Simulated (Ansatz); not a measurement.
## YSi (model structure, started from the CoSn type, P6/mmm, No. 191, 6 atoms in the cell): c axis length by level of theory

No measured value is used here.

```tsv
level (code)	value (Å)
PBE (Ansatz)	4.089
PBEsol (Ansatz)	___
PBE-D3(BJ) (Ansatz)	4.053
```

### Question
Complete the blanks.

### Answer

- PBEsol (Ansatz, a first-principles code), value (Å): 4.066

Ansatz's density-functional and Hartree–Fock values are scalar-relativistic unless marked +SOC, with PAW data made under PBE.

A model structure was made by putting elements into a prototype or built by hand; it is no filed structure, need not be a known phase, and can be a saddle point held by its symmetry.
